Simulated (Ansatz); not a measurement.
Relaxation of the outer planes of the (110) surface of rutile-type MgF2 in its 1x1 cell (cut with top plane F, bottom plane F), outermost plane spacing 1.31 Å in the ideal cut.

Computed with PBE (plane waves to 420 eV, PAW; Ansatz, a program for electronic structure).

Set-up: 24 atoms, F16Mg8, 12.6 Å thick at the start; mesh 8x4x1; 0.025 eV smearing; dipole correction on; all atoms relaxed; symmetry of the start imposed; no spin, no spin-orbit, no U.

| plane | atoms | bulk spacing to the next (Å) | relaxed spacing (Å) | change (%) | rumpling (Å) |
|---|---|---|---|---|---|
| 1 | F | 1.305 | 1.274 | -2.4 | 0.00 |
| 2 | 2 Mg + 2 F | 1.305 | 1.309 | 0.3 | 0.36 (Mg outermost) |
